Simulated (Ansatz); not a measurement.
Consider SnO (space group P4/nmm, No. 129; layered, stacked along the Cartesian z axis).

```
CELL_PARAMETERS angstrom
      3.83709     0.00000     0.00000
      0.00000     3.83709     0.00000
      0.00000     0.00000     4.75881
ATOMIC_POSITIONS crystal
  Sn 0.50000 0.00000 0.75657
  Sn 0.00000 0.50000 0.24343
  O  0.50000 0.50000 0.00000
  O  0.00000 0.00000 0.00000
```

Cartesian axes are those of the cell as printed.

The values are results of PBE-D3(BJ)/PAW in Ansatz (a quantum-chemistry and plane-wave program), no spin-orbit coupling, not measurements.

Strains are applied to the cell and any free atomic positions relax; under biaxial strain the out-of-plane vector relaxes too.

One change was made to it. Results:

| quantity | base | after |
|---|---|---|
| volume per atom | 17.52 Å³ | 17.79 Å³ |
| gap character | absent | indirect, k = (0.083, 0.083, 0) in the run's primitive reciprocal basis → M |
| band gap | zero | 0.18 eV |

Task: Which change produced these results?
A. biaxial strain +1.80 %, plane normal [001], relaxed out of plane
B. biaxial strain +2.40 %, plane normal [001], relaxed out of plane
C. biaxial strain +3.00 %, plane normal [001], relaxed out of plane
D. biaxial strain +1.20 %, plane normal [001], relaxed out of plane

Result: D, biaxial strain +1.20 %, plane normal [001], relaxed out of plane. For comparison, the band gap in the other runs: biaxial strain +3.00 %, plane normal [001], relaxed out of plane gives 0.45 eV; biaxial strain +2.40 %, plane normal [001], relaxed out of plane gives 0.36 eV; biaxial strain +1.80 %, plane normal [001], relaxed out of plane gives 0.27 eV.

Stability against distortions was not tested. All final runs are without spin polarisation. A zero or small gap of SnO can be the functional's error rather than a property of the material.
